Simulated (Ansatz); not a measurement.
```
CELL_PARAMETERS angstrom
      3.98530     0.00000     0.00000
      0.00000     3.98530     0.00000
      0.00000     0.00000     3.98530
ATOMIC_POSITIONS crystal
  K  0.50000 0.50000 0.50000
  Ta 0.00000 0.00000 0.00000
  O  0.00000 0.50000 0.00000
  O  0.50000 0.00000 0.00000
  O  0.00000 0.00000 0.50000
```

All values below come from PBEsol with spin-orbit coupling, rigid bands (plane waves, PAW; Ansatz, a quantum-chemistry and plane-wave program). Geometry: cell and atoms relaxed with PBEsol.

Problem. What conductivity effective mass do dilute electrons have at 300 K?

Solution. 0.45 mₑ.

Problem. What conductivity effective mass do dilute holes have at 300 K?

Solution. 2.1 mₑ.

Problem. And the band gap?

Solution. 2.00 eV at this level; semilocal functionals usually fall short of the measured gap.

Rigid bands, one relaxation time for all states, no polarons.
